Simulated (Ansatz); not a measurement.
**Defect calculation: P vacancy (broken-bond start) in zinc-blende AlP**

All values below come from PBE, PAW (plane waves to 420 eV; Ansatz, a first-principles code). The supercell holds 64 host sites (2×2×2 repeats of the unit cell), with a 2×2×2 shifted k-point sampling for the final energies. Sites at the start: the P site; a neighbour pushed 0.95 Å away from the vacancy. Charged cells carry a point-charge image correction with potential alignment at far atoms. Dielectric constants: PBE linear response of the host. Host gap at this level: 1.63 eV. Finite-size and sampling errors can reach tenths of an eV here. PBE underestimates the host's gap, which shifts levels and can delocalise carriers. Spin–orbit coupling is left out. Each state is the lowest found from its start.

Formation energies E_f are given with the Fermi level at the valence-band maximum. Chemical conditions: Al-rich (Δμ(P) = -1.26 eV; only phases computed here count, gases as isolated molecules at 0 K); P-rich (Δμ(P) = 0.00 eV; only phases computed here count, gases as isolated molecules at 0 K). Reference phases: P: black phosphorus.

```
charge         moment (μB)  largest move off a lattice site (Å)  image correction with alignment (eV)  E_f, Al-rich (eV)  E_f, P-rich (eV)
------  ------------------  -----------------------------------  ------------------------------------  -----------------  ----------------
+2†                    1.0                                 0.30                                  0.30                  –                 –
+1      not spin-polarised                                 0.04                                 -0.01               1.71              2.98
0                      1.0                                 0.26                                  0.00               3.03              4.30
```

† Not settled in this cell, so no level is given: charge +2: level within 0.1 eV of a band edge or past it.

No other site or start that was run ended lower by more than 0.1 eV.

Transition levels above the valence-band maximum: ε(+1/0) = 1.32 eV. On the lower envelope of the bound states, inside the gap: (+1/0) at 1.32 eV.
